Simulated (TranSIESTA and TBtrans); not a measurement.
## Ga chain with one bond stretched by 2.5 Å

System: Ga chain with one bond stretched by 2.5 Å. Leads: straight Ga chain, spacing 2.55 Å. Geometry: as built, not relaxed.

Method: TranSIESTA and TBtrans, PBE, DZP numerical orbitals (energy shift 0.15 eV), PseudoDojo norm-conserving scalar-relativistic potentials, mesh cutoff 200 Ry, 300 K, no spin polarisation, no spin-orbit coupling; self-consistent non-equilibrium Green functions.

- Conductance at 300 K (G0 = 2e²/h) = 0.085
- Thermopower (μV/K) = -4.3
- Mean T from −0.5 to 0.5 eV = 0.069

Energies count from the leads' Fermi level. Transmissions are for one spin of a degenerate pair. The energy step is 0.01 eV; narrower resonances are cut or missed.

```
E (eV)      T  lead channels
------  -----  -------------
-2.00   0.017              1
-1.90   0.018              1
-1.80   0.020              1
-1.70   0.021              1
-1.60   0.023              1
-1.50   0.022              1
-1.40       0              0
-1.30   0.021              1
-1.20   0.025              1
-1.10   0.027              1
-1.00   0.029              1
-0.90   0.032              1
-0.80   0.034              1
-0.70   0.036              1
-0.60   0.038              1
-0.50   0.040              1
-0.40   0.043              1
-0.30   0.045              1
-0.20   0.052              3
-0.10   0.074              3
0.00    0.087              3
0.10    0.085              3
0.20    0.082              3
0.30    0.080              3
0.40    0.081              3
0.50    0.083              3
0.60    0.087              3
0.70    0.090              3
0.80    0.095              3
0.90    0.100              3
1.00     0.11              3
1.10     0.11              3
1.20     0.12              3
1.30     0.13              3
1.40     0.13              3
1.50     0.14              3
1.60     0.15              3
1.70     0.15              3
1.80     0.16              3
1.90     0.17              3
2.00     0.18              3
```

The straight chain is held at its spacing; free chains may zigzag or dimerise. No spin-polarised start was tried, so a magnetic state, if there is one, is missed.
